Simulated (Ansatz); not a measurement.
ScS (Fm-3m): band-structure transport figures

Here is the system:

```yaml
crystal:
  lattice:
    - [0.00000, 2.57327, 2.57327]
    - [2.57327, 0.00000, 2.57327]
    - [2.57327, 2.57327, 0.00000]
  atoms:
    - { symbol: Sc, position: [0.50000, 0.50000, 0.50000] }
    - { symbol: S, position: [0.00000, 0.00000, 0.00000] }
```

The numbers are results of PBEsol, rigid bands (plane waves, PAW, scalar-relativistic; Ansatz, an electronic-structure program), not measurements. How the cell was made: cell and atoms relaxed with PBEsol.

| Property | Value |
|---|---|
| density of states at the Fermi level | 1.00 states/(eV·cell), both spins |
| bare Sommerfeld coefficient | 1.18 mJ/(mol of atoms·K²) |
| Drude plasma energy | 6.8 eV |
| root-mean-square Fermi velocity | 7.8e5 m/s |
| resistivity times τ | 10.6 ×10⁻²² Ω·m·s |

A metal at this level (no band gap); rigid bands, thermally averaged at 300 K, both spins. Spin-orbit coupling is left out. τ is one relaxation time for all states.

Formula and space group known from diffraction (Crystallography Open Database), not checked to be the room-temperature form: ScS (Fm-3m).
